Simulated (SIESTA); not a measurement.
SIESTA run on ZnNiF4 (P-1, 12 atoms in the cell): self-consistent single point.

Method: GGA PBEsol, numerical atomic orbitals DZP, PseudoDojo PBEsol standard norm-conserving potentials (rewritten from UPF to PSML) in SIESTA.

```
CELL_PARAMETERS angstrom
      5.03589     0.00000     0.00000
     -0.00759     5.06259     0.00000
     -2.46359    -2.46654     5.00452
ATOMIC_POSITIONS crystal
  Zn 0.74961 0.75179 0.49974
  Zn 0.25039 0.24821 0.50026
  Ni 0.00000 0.50000 0.00000
  Ni 0.50000 0.00000 0.00000
  F  0.07300 0.16362 0.73873
  F  0.92700 0.83638 0.26127
  F  0.33942 0.43421 0.25662
  F  0.66058 0.56579 0.74338
  F  0.84004 0.33601 0.25631
  F  0.15996 0.66399 0.74369
  F  0.57196 0.06872 0.73792
  F  0.42804 0.93128 0.26208
```

Reference input (self-consistent single point, DFT, GGA PBEsol+U, numerical atomic orbitals DZP, PseudoDojo PBEsol standard norm-conserving potentials (rewritten from UPF to PSML)): XC.functional = GGA; XC.authors = PBEsol; potentials = PseudoDojo PBEsol standard; PAO.BasisSize = DZP; PAO.EnergyShift = 0.01 Ry; MeshCutoff = 350 Ry; kgrid.MonkhorstPack = 5 5 5 shifted by 0.5 0.5 0.5; OccupationFunction = FD; ElectronicTemperature = 0.02 eV; Spin = polarized; DFTU.ProjectorGenerationMethod = 2; DFTU.CutoffNorm = 0.9. This run's input differs from it in these lines:

```diff
@@ -45,26 +45,2 @@
 ElectronicTemperature        0.02 eV
-Spin                         polarized
-%block DM.InitSpin
-  1 +0.00
-  2 +0.00
-  3 +2.00
-  4 +2.00
-  5 +0.00
-  6 +0.00
-  7 +0.00
-  8 +0.00
-  9 +0.00
-  10 +0.00
-  11 +0.00
-  12 +0.00
-%endblock DM.InitSpin
-DFTU.ProjectorGenerationMethod 2
-DFTU.CutoffNorm              0.9
-DFTU.FirstIteration          true
-%block DFTU.proj
-  Ni 1
-  n=3 2
-  6.20 0.00
-  0.00 0.00
-%endblock DFTU.proj
```

Output (repeated stretches shortened):

```
        iscf     Eharris(eV)        E_KS(eV)     FreeEng(eV)     dDmax    Ef(eV) dHmax(eV)
   scf:    1   -25467.325686   -25698.174524   -25698.222082  1.322944 -0.541074 58.789759
   scf:    2   -25793.787068   -25810.897348   -25810.898025  1.124689 -0.032999 22.648254
   scf:    3   -25832.902049   -25823.052699   -25823.052700  0.275828 -1.150261 13.358061
   scf:    4   -25832.527960   -25831.298008   -25831.308859  0.429769 -3.613246  4.910784
   scf:    5   -25823.446514   -25829.208147   -25829.249725  0.509683 -3.679642  9.824451
   [... 16 lines left out ...]
   scf:   22   -25832.285862   -25832.285883   -25832.334755  0.000386 -3.579170  0.002202
   scf:   23   -25832.285904   -25832.285894   -25832.334756  0.000308 -3.579104  0.000983
   scf:   24   -25832.285889   -25832.285891   -25832.334756  0.000114 -3.579138  0.000551
   scf:   25   -25832.285892   -25832.285892   -25832.334756  0.000037 -3.579166  0.000420
SCF Convergence by DM+H criterion
max |DM_out - DM_in|         :     0.0000368374
max |H_out - H_in|      (eV) :     0.0004197062
SCF cycle converged after 25 iterations

Using DM_out to compute the final energy and forces

siesta: E_KS(eV) =           -25832.2859

siesta: E_KS - E_eggbox =    -25832.2859

siesta: Atomic forces (eV/Ang):
     1    0.074444   -0.109368    0.019756
     2   -0.074444    0.109368   -0.019756
     3   -0.000000    0.000000   -0.000000
     4   -0.000000   -0.000000   -0.000000
     5   -0.372208    0.301604    0.282053
     6    0.372208   -0.301604   -0.282053
     7   -0.264933    0.136086   -0.065920
     8    0.264933   -0.136086    0.065920
     9   -0.341515   -0.377117   -0.264992
    10    0.341515    0.377117    0.264992
    11   -0.302644   -0.449594    0.164821
   [... lines left out ...]
siesta: FreeEng =    -25832.334756
siesta: Cell volume =        127.588670 Ang**3
siesta:        -106.56914034       -122.62376662  kBar
   [... lines left out ...]
     1     0.605485   19.394515  Zn
     2     0.605485   19.394515  Zn
     3     0.495741   17.504259  Ni
     4     0.490273   17.509727  Ni
     5    -0.274404    7.274404  F
     6    -0.274404    7.274404  F
     7    -0.275435    7.275435  F
     8    -0.275435    7.275435  F
     9    -0.269884    7.269884  F
    10    -0.269884    7.269884  F
    11    -0.278769    7.278769  F
    12    -0.278769    7.278769  F
 Total     0.000000
```

The run converged in 25 iterations. Against the reference run the pressure goes from -6.94 to -10.66 GPa, the largest force goes from 0.511 to 0.574 eV/Å, no clean gap remains on the mesh (levels overlap or are partly filled), against 3.84 eV before and the net moment of 0.33 μB/atom is absent without spin.

The starting cell comes from a database of computed structures (which also holds hypothetical and non-ambient phases and stackings), without a prior relaxation at this level. Its lattice was rescaled by a random factor within 2.5 % of one. Spin polarisation is off, so a magnetic state, if there is one, cannot be reached. Values carry the incompleteness of an atom-centred basis. With a pressure of about -11 GPa the cell is away from its equilibrium volume at this level.

Cost on one core of a shared machine: roughly 2 min.
